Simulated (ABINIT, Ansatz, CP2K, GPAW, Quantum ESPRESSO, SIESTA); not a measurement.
# One structure in several programs: MgAl3 (I4/mmm, 4 atoms in the cell)

Self-consistent single point.

```yaml
crystal:
  lattice:
    - [-2.04547, 2.04547, 4.12038]
    - [2.04547, -2.04547, 4.12038]
    - [2.04547, 2.04547, -4.12038]
  atoms:
    - { symbol: Mg, position: [0.00000, 0.00000, 0.00000] }
    - { symbol: Al, position: [0.50000, 0.50000, 0.00000] }
    - { symbol: Al, position: [0.25000, 0.75000, 0.50000] }
    - { symbol: Al, position: [0.75000, 0.25000, 0.50000] }
```

Shared settings, as Ansatz (a quantum-chemistry and plane-wave program) writes them: kpoints.mp_grid.grid = 8 8 8; scf.occupations.method = gaussian; scf.occupations.width = 0.1 eV. Potentials and cutoffs stand in the table.

```csv
code,model,pressure (GPa),cutoff
CP2K,"LDA (Pade form), GPW, DZVP-MOLOPT-SR-GTH basis, GTH-PADE potentials (GTH_POTENTIALS)",-0.41,grid 1000 Ry
SIESTA,"LDA PW92, numerical atomic orbitals DZP, PseudoDojo LDA standard norm-conserving potentials (rewritten from UPF to PSML)",-0.52,grid 300 Ry
ABINIT,"LDA (PW92), norm-conserving pseudopotentials (PseudoDojo nc-sr-04 LDA standard)",-1.05,42 Ha
Quantum ESPRESSO,"LDA (PZ), GBRV 1.5 ultrasoft (LDA) pseudopotentials",-1.00,40 Ry
GPAW,"LDA (Perdew-Wang 92), GPAW PAW datasets LDA (gpaw-data 1.0.1)",-0.86,850 eV
Ansatz,"LDA (PW92), PAW files made with PBE",-0.97,420 eV
```

The spread over the programs that give each value: pressure within 0.64 GPa.

CP2K and SIESTA use small atom-centred bases, whose incompleteness enters pressures, forces and empty levels differently from a plane-wave cutoff. Ansatz's pressure is given at a fixed set of plane waves, as the other plane-wave codes print theirs. The same LDA comes in different parametrisations, which differ slightly.

The starting cell comes from a database of computed structures (which also holds hypothetical and non-ambient phases and stackings), without a prior relaxation at this level.

Left out of this page: Elk and FLEUR (not drawn, or without a comparable value).

Keys are those of Ansatz 0.2.
